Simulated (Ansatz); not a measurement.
We consider AgI (model structure, started from the HgO type, P6₄22, No. 181, 6 atoms in the cell), described by PBEsol in Ansatz (PAW).

Settings: plane-wave cutoff 520 eV, 12×12×4 k mesh (along the axes of the cell as run), Fermi–Dirac smearing 0.01 eV, no spin polarisation, scalar-relativistic PAW data made under PBE.

Cell (relaxed with PBEsol):

Space group P6₄22 (No. 181); a = b = 4.449 Å, c = 10.394 Å, α = β = 90.00°, γ = 120.00°

```
atom  site  symmetry       x       y       z
----  ----  --------  ------  ------  ------
Ag      3d       222  0.5000  0.0000  0.5000
I       3c       222  0.5000  0.0000  0.0000
```

Problem. What does this level give for the band gap and smallest direct gap on the k points sampled?

Solution. 
- band gap: 0.56 eV
- smallest direct gap on the k points sampled: 1.12 eV

Note: the relaxation could raise the start's symmetry but not lower it, so the cell can be a saddle point.

Spin–orbit coupling is not included; with these elements it can move the gap by several tenths of an eV or more.

Static lattice: no zero-point or thermal effects.

A model structure was made by putting elements into a prototype or built by hand; it is no filed structure, need not be a known phase, and can be a saddle point held by its symmetry.

Ansatz is a first-principles code.
